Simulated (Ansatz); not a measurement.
```
RbIO3
1.0
    3.08302     1.77998     2.51915
   -3.08302     1.77998     2.51915
    0.00000    -3.55996     2.51915
Rb I O
1 1 3
Direct
  0.51866   0.51866   0.51866
  0.00727   0.00727   0.00727
  0.03813   0.58950   0.03813
  0.03813   0.03813   0.58950
  0.58950   0.03813   0.03813
```

Relaxed-ion tensors in this frame from DFT at the LDA level (Ansatz, an electronic-structure program). Proper piezoelectric stress tensor e (C/m²):

```
 0.00   0.00   0.00   0.00  -1.08  -0.50
-0.50   0.50   0.00  -1.08   0.00   0.00
-0.84  -0.84  -1.34   0.00   0.00   0.00
```

Stiffness C (GPa):

```
75.8  26.8  25.5  -0.7   0.0   0.0
26.8  75.8  25.5   0.7   0.0   0.0
25.5  25.5  60.1   0.0   0.0   0.0
-0.7   0.7   0.0  25.6   0.0   0.0
 0.0   0.0   0.0   0.0  25.6  -0.7
 0.0   0.0   0.0   0.0  -0.7  24.5
```

The cell is a database entry relaxed within its symmetry; it need not be the phase found at ambient conditions. Spin-orbit coupling is not included. Rb is the large-site (A) cation and I the one bonded closest to the anions (B).

Obtain the piezoelectric strain tensor d.

d = e S with S = C⁻¹, in pC/N:

```
  0.0    0.0    0.0    0.0  -42.8  -21.6
-10.8   10.8    0.0  -42.8    0.0    0.0
 -3.4   -3.4  -19.5    0.0    0.0    0.0
```
Away from Γ the polar cell without biaxial strain shows no imaginary mode on a 2×2×2 mesh.
